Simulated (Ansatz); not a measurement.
The parent structure is SnO2 in the rutile structure (space group P4_2/mnm, No. 136; a = 4.828 Å, c = 3.238 Å). Axes: x, y, z lie along a, b, c of the conventional cell.

Computed with PBE (Ansatz, a first-principles code), no spin-orbit coupling.

For the base:

| Property | Result |
|---|---|
| Pressure | 0.00 GPa |
| Band gap | 0.68 eV |

The change: biaxial strain +0.60 %, plane normal [001], relaxed out of plane (Cartesian); in-plane vectors clamped, the third vector and the atoms free.

Problem. What does the calculation give for the pressure and band gap after the change?

Solution. The pressure (mean of the normal stresses, compression positive) goes from zero to -1.03 GPa; the band gap drops by 0.04 eV, from 0.68 eV to 0.64 eV.

Gaps are read on the SCF mesh and a high-symmetry path. Stability against distortions was not tested.
